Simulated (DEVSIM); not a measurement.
System: abrupt Ge p-n junction, at 300 K.

| layer (left to right) | material | thickness (μm) | Nd (cm⁻³) | Na (cm⁻³) | τn (s) | τp (s) |
|---|---|---|---|---|---|---|
| 1 | Ge | 4.10 | - | 1.7e17 | 0.00079 | 0.00079 |
| 2 | Ge | 11.0 | 5.2e15 | - | 0.00079 | 0.00079 |

Left contact: ohmic. Right contact: ohmic. Voltage is applied to the left contact. Recombination: SRH at mid-gap. Mobility is μmin + (μ − μmin)/(1 + (N/Nref)^α).

This is a model device: material constants are rounded textbook-type values typed into the input, and sizes, dopings and lifetimes were drawn at random. Values at 300 K.

```
parameter           Ge
-------------  -------
gap (eV)         0.664
affinity (eV)        4
permittivity        16
Nc (cm⁻³)      1.04e19
Nv (cm⁻³)         6e18
μn (cm²/Vs)       3900
μp (cm²/Vs)       1900
μn,min             150
μp,min             100
Nref,n          2.6e17
Nref,p            4e17
αn                0.56
αp                 0.6
```

DEVSIM, 1D drift-diffusion, Boltzmann statistics, complete ionisation; no tunnelling, impact ionisation, image-force lowering or self-heating.

The doping Na of layer 1 was swept, all else fixed.

```json
[
 {"doping Na of layer 1 (cm^-3)": "5.1e15", "dark forward voltage at 100 A/cm² (V)": "[?]", "largest field in the device at zero bias (V/cm)": "[?]", "dark forward voltage at 1 A/cm² (V)": "[?]", "potential step across the device at zero bias (V)": "0.285"},
 {"doping Na of layer 1 (cm^-3)": "1.7e16", "dark forward voltage at 100 A/cm² (V)": "0.311", "largest field in the device at zero bias (V/cm)": "16000", "dark forward voltage at 1 A/cm² (V)": "0.170", "potential step across the device at zero bias (V)": "0.316"},
 {"doping Na of layer 1 (cm^-3)": "5.1e16", "dark forward voltage at 100 A/cm² (V)": "0.322", "largest field in the device at zero bias (V/cm)": "19000", "dark forward voltage at 1 A/cm² (V)": "0.184", "potential step across the device at zero bias (V)": "0.344"},
 {"doping Na of layer 1 (cm^-3)": "1.7e17", "dark forward voltage at 100 A/cm² (V)": "0.329", "largest field in the device at zero bias (V/cm)": "25000", "dark forward voltage at 1 A/cm² (V)": "0.191", "potential step across the device at zero bias (V)": "0.375"},
 {"doping Na of layer 1 (cm^-3)": "5.1e17", "dark forward voltage at 100 A/cm² (V)": "0.331", "largest field in the device at zero bias (V/cm)": "37000", "dark forward voltage at 1 A/cm² (V)": "0.193", "potential step across the device at zero bias (V)": "0.404"},
 {"doping Na of layer 1 (cm^-3)": "1.7e18", "dark forward voltage at 100 A/cm² (V)": "0.332", "largest field in the device at zero bias (V/cm)": "63000", "dark forward voltage at 1 A/cm² (V)": "0.193", "potential step across the device at zero bias (V)": "0.435"}
]
```

Question: Complete the blanks.

Answer: 
- 5.1e15, dark forward voltage at 100 A/cm² (V): 0.296
- 5.1e15, largest field in the device at zero bias (V/cm): 12000
- 5.1e15, dark forward voltage at 1 A/cm² (V): 0.145
